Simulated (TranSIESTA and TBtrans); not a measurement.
Run with TranSIESTA and TBtrans (open boundaries, self-consistent; PseudoDojo norm-conserving potentials, scalar-relativistic): PAO.BasisSize DZP, PAO.EnergyShift 0.15 eV, XC.Authors PBE, Mesh.Cutoff 200 Ry, ElectronicTemperature 300 K, TS.Voltage 0.0 eV, TBT.Elecs.Eta 0.001 eV, no spin polarisation.

Junction: Al chain with one C atom inserted. Leads: straight Al chain, spacing 2.328 Å. Geometry: 3 atoms about the centre moved by SIESTA (PBE, DZP) to a largest force of 0.02 eV/Å, all others as built, motion along the axis alone.

Problem. Predict: conductance at 300 K (G0 = 2e²/h); thermopower (μV/K); mean T from −0.5 to 0.5 eV.

Solution. conductance at 300 K (G0 = 2e²/h): 1.00; thermopower (μV/K): 3.3; mean T from −0.5 to 0.5 eV: 0.65. The straight chain is held at its spacing; free chains may zigzag or dimerise. No spin-polarised start was tried, so a magnetic state, if there is one, is missed.
